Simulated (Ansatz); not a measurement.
```
KCl
1.0
    0.00000     3.12186     3.12186
    3.12186     0.00000     3.12186
    3.12186     3.12186     0.00000
Cl K
1 1
Direct
  0.00000   0.00000   0.00000
  0.50000   0.50000   0.50000
```

The cell is fixed at its relaxed static size. Melting and transitions to other phases are not modelled. An odd repeat of the supercell leaves out some zone-boundary points, where instabilities often lie.

Task: Is this phase dynamically stable in the harmonic approximation, and at 300, 600 K by the stochastic self-consistent harmonic approximation in a 3×3×3 supercell, PBEsol density-functional theory in Ansatz (plane waves, PAW)? Give the softest mode in each case.

Result: Harmonic: softest mode 51 cm⁻¹ at q = (0.00, 0.33, 0.33), so stable at the wave vectors of the supercell. 300 K: stable, softest second derivative of the free energy 48 cm⁻¹ (error under 1) at q = (0.00, 0.33, 0.33), at 0.6 GPa in this cell. 600 K: stable, softest second derivative of the free energy 47 cm⁻¹ (error under 1) at q = (0.00, 0.33, 0.33), at 1.1 GPa in this cell. The verdict is statistical, holds for these wave vectors and this fixed cell alone, and errs towards stability where frames are few. Wave vectors are fractions of the primitive cell's reciprocal vectors.

Ansatz is a program for electronic structure.
